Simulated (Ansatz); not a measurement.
BN, response to strain

The parent structure is BN in the zinc blende structure (space group F-43m, No. 216).

```
CELL_PARAMETERS angstrom
      0.00000     1.80256     1.80256
      1.80256     0.00000     1.80256
      1.80256     1.80256     0.00000
ATOMIC_POSITIONS crystal
  N  0.75000 0.75000 0.75000
  B  0.00000 0.00000 0.00000
```

Strains are applied to the cell and any free atomic positions relax.

Level of theory: PBEsol in Ansatz (plane waves to 420 eV, PAW, scalar-relativistic without spin-orbit coupling), earlier PAW set.

| isotropic strain (%) | band gap (eV) |
|---|---|
| -5.06 | 4.45 |
| -4 | 4.41 |
| -1.83 | ? |
| 0 | 4.29 |

### Question
Fit E_g = E₀ + Dε (ε in %) to the rows shown and predict the withheld row.

### Answer
Least squares on the printed values gives E₀ = 4.29 eV, D = -31.2 meV per % of strain (largest residual 0.00 eV); this predicts 4.35 eV, and the run gives 4.35 eV, in agreement.

Gaps are read on the SCF mesh and a high-symmetry path. Stability against distortions was not tested.

Ansatz is an electronic-structure program.
